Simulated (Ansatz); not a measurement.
An Ansatz (a first-principles code) input (r2SCAN+rVV10 (Ansatz, PAW, without spin-orbit coupling)):

Ansatz 0.2 input:
```yaml
crystal:
  lattice:
    - [3.2266287728, 0, 0]
    - [-1.6133143864, 2.7943424858, 0]
    - [0, 0, 4.556208208]
  atoms:
    - { symbol: Hf, position: [0, 0, 0] }
    - { symbol: O, position: [0.3333333333, 0.6666666667, 0.2108302769] }
    - { symbol: O, position: [0.6666666667, 0.3333333333, 0.7891697231] }
basis: { ecutwfc: 500, ecutrho_ratio: 4, xc_grid: 4, fft_grid_basis: typed }
kpoints: { mp_grid: { grid: [21, 21, 13] } }
hamiltonian:
  xc: r2scan
  dispersion: rvv10
  pseudopotentials: { kind: paw }
total_charge: -0.08216
scf: { occupations: { method: fermi_dirac, width: 0.0259 }, convergence: { dr2_threshold: 0.0000000003 } }
relax: { f_tol: 0.005, max_steps: 30 }
output: { forces: true, stress: true }
checkpoint: { write: state.ck, write_every: 1000 }
```

Problem. Which symmetry and how many k-points will the program report, and about how many plane waves at Γ?

Solution. Space group P-3m1 (ITA 164) with 12 operations, k-points 558 of 5733, and 1043 plane waves at Γ.

Charged cell with a jellium background: band edges are those of the host's band count, energies are not comparable with the neutral cell, and many-body gap narrowing is missing. No phonon test of stability was made. The cell was made from HfO₂ in the CdI2 type structure (space group P-3m1, No. 164; a hypothetical phase, not in the database extracts checked; layered, stacked along the Cartesian z axis) by this change: electrons 2.0×10^21 cm⁻³.
